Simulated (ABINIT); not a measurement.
ABINIT run on LiZn (Fd-3m, 4 atoms in the cell): self-consistent single point.

Computed with PBEsol, PAW (JTH v2.0 PBE PAW, files made for PBE) (plane waves; ABINIT).

The change in words: lattice scaled by 0.98. Reference geometry:
```
CELL_PARAMETERS angstrom
      0.00000     3.03182     3.03182
      3.03182     0.00000     3.03182
      3.03182     3.03182     0.00000
ATOMIC_POSITIONS crystal
  Li 0.25000 0.25000 0.25000
  Li 0.00000 0.00000 0.00000
  Zn 0.75000 0.75000 0.75000
  Zn 0.50000 0.50000 0.50000
```

Reference input (self-consistent single point, DFT, PBEsol, plane waves, PAW (JTH v2.0 PBE PAW, files made for PBE)): pseudos = [Li.GGA_PBE-JTH.xml, Zn.GGA_PBE-JTH.xml]; ecut = 60 Ry; pawecutdg = 120 Ry; pawxcdev = 0; ixc = -116133; occopt = 7; tsmear = 0.00183747 Ha; ngkpt = 8 8 8; nshiftk = 1; shiftk = 0 0 0; potentials = JTH v2.0 PBE PAW; nband = 21. This run's input differs from it in these lines:

```diff
@@ -5,5 +5,5 @@
 rprim
-        -0.0000000000    3.0318250000    3.0318250000
-         3.0318250000   -0.0000000000    3.0318250000
-         3.0318250000    3.0318250000   -0.0000000000
+        -0.0000000000    2.9711880000    2.9711880000
+         2.9711880000   -0.0000000000    2.9711880000
+         2.9711880000    2.9711880000   -0.0000000000
 natom 4
```

Output, abridged:

```
--- !BeginCycle
solver: {iscf: 17, nstep: 50, nline: 4, wfoptalg: 10, }
tolerances: {tolvrs: 1.00E-11, }
...

     iter   Etot(hartree)      deltaE(h)  residm     nres2
 ETOT  1  -141.88544988267    -1.419E+02 8.408E+00 1.978E+01
 ETOT  2  -143.54885513892    -1.663E+00 4.615E-01 2.819E+00
 ETOT  3  -143.55098770622    -2.133E-03 1.238E-01 8.377E-01
 ETOT  4  -143.55164414821    -6.564E-04 3.882E-02 8.377E-01
 ETOT  5  -143.55077560184     8.685E-04 2.715E-02 1.984E-03
   [... 13 lines left out ...]
 ETOT 19  -143.55124756339    -5.338E-11 3.614E-04 5.975E-09
 ETOT 20  -143.55124756341    -2.231E-11 3.081E-04 9.183E-10
 ETOT 21  -143.55124756342    -1.933E-12 3.198E-04 8.588E-10
 ETOT 22  -143.55124756342    -5.400E-13 2.271E-04 7.921E-12
 At SCF step   22       nres2   =  7.92E-12 < tolvrs=  1.00E-11 =>converged.

 Cartesian components of stress tensor (hartree/bohr^3)
  sigma(1 1)= -9.87499253E-05  sigma(3 2)=  0.00000000E+00
  sigma(2 2)= -9.87499253E-05  sigma(3 1)=  0.00000000E+00
  sigma(3 3)= -9.87499253E-05  sigma(2 1)=  0.00000000E+00

 ----iterations are completed or convergence reached----

 reduced coordinates (array xred) for    4 atoms
       0.250000000000      0.250000000000      0.250000000000
       0.000000000000      0.000000000000      0.000000000000
       0.750000000000      0.750000000000      0.750000000000
       0.500000000000      0.500000000000      0.500000000000
 cartesian forces (eV/Angstrom) at end:
    1      0.00000000000000    -0.00000000000000    -0.00000000000000
   [... lines left out ...]
 Fermi (or HOMO) energy (hartree) =   0.22504   Average Vxc (hartree)=  -0.35702
   [... lines left out ...]
'-kT*entropy'       : -1.11072217557651E-05
total_energy        : -1.43551248141210E+02
total_energy_eV     : -3.90622811675257E+03
...

-Cartesian components of stress tensor (GPa)         [Pressure=  2.9053E+00 GPa]
- sigma(1 1)= -2.90532262E+00  sigma(3 2)=  0.00000000E+00
- sigma(2 2)= -2.90532262E+00  sigma(3 1)=  0.00000000E+00
- sigma(3 3)= -2.90532262E+00  sigma(2 1)=  0.00000000E+00

 Calculation completed.
```

The run converged in 22 iterations. Against the reference run the free energy goes up by 6.4 meV/atom and the pressure goes from -0.40 to 2.91 GPa.

The starting cell comes from a database of computed structures (which also holds hypothetical and non-ambient phases and stackings), without a prior relaxation at this level. For this run, on top of that: lattice scaled by 0.98. The potentials were made for another functional than the one used.

Cost on one core of a shared machine: roughly 90 s.
